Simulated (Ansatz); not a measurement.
Consider this model of amorphous C$_{54}$Ti$_{6}$.

```xyz
60
Lattice="8.6671 0.0000 0.0000 0.0000 8.6671 0.0000 0.0000 0.0000 8.6671" Properties=species:S:1:pos:R:3 pbc="T T T"
C      0.7093     1.4325     5.2544
C      0.2244     7.9243     6.4318
C      0.3595     3.7200     1.7374
C      6.5830     4.0604     1.7584
C      5.5184     1.4600     4.3834
C      3.0298     3.5612     1.1494
C      0.8329     0.9420     3.8932
C      3.0038     1.6424     2.7355
C      1.4163     7.0966     6.3100
C      7.5460     3.4505     7.0331
C      6.1858     5.3981     6.4397
C      6.1447     4.0023     6.8183
C      1.2307     4.8944     2.0724
C      8.5993     5.1258     5.8294
C      7.6078     7.2483     6.4979
C      4.8328     1.8323     0.9877
C      2.1986     3.5193     5.2620
C      5.9480     8.3459     0.7674
C      6.2316     8.6386     8.0807
C      3.7926     3.6888     7.5248
C      5.1392     3.4541     7.6780
C      0.7502     6.1302     2.4614
C      0.0609     8.4841     3.3649
C      4.7201     6.4425     3.7232
C      2.5983     4.5296     2.0294
C      5.3129     0.6549     1.5952
C      5.4501     2.2284     8.4284
C      8.0929     3.7775     8.3013
C      4.3240     5.3385     4.4451
C      1.8598     2.2993     8.0517
C      2.9193     0.0354     7.3145
C      0.5310     2.3656     2.0547
C      7.4762     5.8904     6.1383
C      2.7847     3.3723     8.3629
C      6.5512     3.2835     2.8458
C      3.7633     2.4651     1.7312
C      3.9381     6.5494     6.5359
C      0.1676     0.7063     6.3621
C      6.3494     7.6192     7.0574
C      0.9523     2.9006     5.4649
C      6.2014     1.3088     7.6630
C      5.4015     6.6433     2.5557
C      7.7798     3.9811     0.9445
C      5.3514     6.5639     6.8075
C      5.8600     7.1321     1.4840
C      3.6103     5.4233     5.6744
C      2.2705     4.8880     5.5873
C      1.6109     1.7084     2.8490
C      2.8084     7.4702     6.7101
C      0.4567     7.2880     2.8736
C      8.5030     3.7056     5.8388
C      2.4081     1.1279     7.6623
C      1.2049     5.7359     5.8835
C      5.9476     2.7613     3.9410
Ti     7.2388     1.1673     2.7825
Ti     7.0643     1.8524     5.7877
Ti     4.4076     0.1018     3.3741
Ti     4.3289     3.2235     5.3712
Ti     8.5847     1.8670     8.4139
Ti     4.6594     4.4946     2.5583
```

Level of theory: PBE, scalar-relativistic without spin-orbit coupling (plane waves to 420 eV, PAW; Ansatz, a first-principles code).

It comes from a melt-quench run on a machine-learned potential (CHGNet), relaxed afterwards by DFT. The hot cell started wider than the set density and was brought back towards it in steps. It is the lowest in DFT energy of 2 quenches. It is a model cell: composition and starting density were chosen by hand, and all elements were melted together. No dispersion term was used. Its density started from a set value of 2.30 and ended at 2.39 g/cm³. The simulated quench (nominally 660 K/ps over its main leg) is rapid and tends to freeze in more defects than a deposited or slowly cooled glass has. Values belong to this one cell and scatter from quench to quench. The volume was free in the relaxation, at fixed shape. Stress components on the final sampling reach 1.5 GPa. On a 2×2×2 Γ-centred mesh force components of up to 0.29 eV/Å stay, since the relaxation ran on one k-point at (1/4, 1/4, 1/4).

Cut-offs for bonds: C-C 1.70 Å, C-Ti 2.84 Å, Ti-Ti 3.54 Å.

Q: Give the coordination numbers, mean bond lengths and angles.

A: 
```json
{
  "Mean coordination of C": "3.46 (4 with 2, 26 with 3, 20 with 4, 3 with 5, 1 with 6)",
  "Mean coordination of Ti": "10.17 (1 with 6, 1 with 10, 3 with 11, 1 with 12)",
  "Mean C-C bond": "1.424 Å (spread 0.057 Å, 69 counted)",
  "Mean C-Ti bond": "2.338 Å (spread 0.204 Å, 49 counted)",
  "Mean Ti-Ti bond": "3.132 Å (spread 0.119 Å, 6 counted)",
  "Bond angle at C": "mean 110.6°, spread 26.6°",
  "Bond angle at Ti": "mean 93.9°, spread 35.6°"
}
```
